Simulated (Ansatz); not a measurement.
The starting structures come from a database of crystals and need not be the phases stable at ambient conditions.

## Evanescent states of PdCl$_{2}$ (R-3, not sure to be the ambient phase, 18 atoms a cell, 23.2 Å³ an atom, -2 GPa at this level) along the normal of (110)

Calculation: PBEsol (plane waves, PAW; Ansatz, a program for electronic structure).

No gap correction and no spin-orbit coupling; mid-gap values are interpolated between computed energies.

Energies count from the valence-band top; κ is the least over a 4×4 mesh across the current.

```json
[
 {"E (eV)": "0.04", "κ (1/Å)": "0.137", "where": "off Γ"},
 {"E (eV)": "0.10", "κ (1/Å)": "0.217", "where": "off Γ"},
 {"E (eV)": "0.17", "κ (1/Å)": "0.255", "where": "off Γ"},
 {"E (eV)": "0.24", "κ (1/Å)": "0.279", "where": "off Γ"},
 {"E (eV)": "0.32", "κ (1/Å)": "0.296", "where": "off Γ"},
 {"E (eV)": "0.39", "κ (1/Å)": "0.309", "where": "off Γ"},
 {"E (eV)": "0.46", "κ (1/Å)": "0.304", "where": "off Γ"},
 {"E (eV)": "0.53", "κ (1/Å)": "0.296", "where": "off Γ"},
 {"E (eV)": "0.59", "κ (1/Å)": "0.287", "where": "off Γ"},
 {"E (eV)": "0.67", "κ (1/Å)": "0.278", "where": "off Γ"},
 {"E (eV)": "0.73", "κ (1/Å)": "0.267", "where": "off Γ"},
 {"E (eV)": "0.81", "κ (1/Å)": "0.252", "where": "off Γ"},
 {"E (eV)": "0.88", "κ (1/Å)": "0.234", "where": "off Γ"},
 {"E (eV)": "0.94", "κ (1/Å)": "0.209", "where": "off Γ"},
 {"E (eV)": "1.01", "κ (1/Å)": "0.173", "where": "off Γ"},
 {"E (eV)": "1.08", "κ (1/Å)": "0.107", "where": "off Γ"}
]
```

Task: How thick must the barrier be to attenuate the transmission by 10^4 when the electrodes' Fermi level lies at 1.01 eV, and what attenuation does that film give at 0.53 eV?

Result: d = 4 ln 10 / (2 × 0.173) = 26.6 Å. At 0.53 eV it gives 4 × 0.296/0.173 = 6.8 decades.
